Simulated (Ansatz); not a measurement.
Take SiC (space group P6_3mc, No. 186; a = 3.058 Å, c = 10.012 Å) as the base. Axes: x lies along a and z along c of the hexagonal cell.

Calculations: plane-wave PAW DFT at the LDA level (Ansatz, a program for electronic structure, 420 eV), no SOC.

The change: a pure shear with ε_xz = ε_zx = 0.0160; the atoms relax in the strained cell.

Problem. Predict the stress tensor and what it implies for the stiffness.

Solution. Stress of the strained cell less that of the base (GPa, compression positive):
```
  -0.14    0.00   -5.18
   0.00    0.10    0.00
  -5.18    0.00    0.14
```

Then −Δσ/γ with γ = 2ε = 0.0320 gives secant stiffness values (nonlinear terms included at this strain): C55 ≈ 162 GPa.

As a check, the harmonic strain energy −½ V₀ Δσ:ε is 5.2 meV/atom; the computed energy rise is 5.3 meV/atom.

No phonon test of stability was made.
